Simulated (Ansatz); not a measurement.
## A computed series for InSb: response to strain

Take InSb in the zinc blende structure (space group F-43m, No. 216) as the base.

```
InSb
1.0
    0.00000     3.27807     3.27807
    3.27807     0.00000     3.27807
    3.27807     3.27807     0.00000
In Sb
1 1
Direct
  0.00000   0.00000   0.00000
  0.25000   0.25000   0.25000
```

Strains are applied to the cell and any free atomic positions relax.

Calculations: DFT with r2SCAN, PAW potentials and a 500 eV plane-wave cutoff in Ansatz (a program for electronic structure), no spin-orbit coupling.

Notes on the quantities. energy relative to the base: free energy F.

| case | volume per atom | energy relative to the base | band gap | pressure |
|---|---|---|---|---|
| base | 35.23 Å³ | 0 meV/atom | zero | 0.0 GPa |
| isotropic strain −3.00 % | 32.15 Å³ | +43 meV/atom | 0.59 eV | 4.9 GPa |
| isotropic strain −2.50 % | 32.65 Å³ | +30 meV/atom | 0.49 eV | 4.0 GPa |
| isotropic strain −2.00 % | 33.15 Å³ | +19 meV/atom | 0.39 eV | 3.0 GPa |
| isotropic strain −1.50 % | 33.66 Å³ | +10 meV/atom | 0.30 eV | 2.2 GPa |
| isotropic strain −1.00 % | 34.18 Å³ | +4.5 meV/atom | 0.21 eV | 1.4 GPa |
| isotropic strain −0.50 % | 34.70 Å³ | +1.1 meV/atom | 0.11 eV | 0.7 GPa |

Spin-orbit coupling, missing from the scalar runs, can matter with Sb. Whether these cells are dynamically stable was not tested. All final runs are without spin polarisation. Gaps under 0.05 eV, about the width of the smearing, are given as zero. A zero or small gap of InSb can be the functional's error rather than a property of the material.
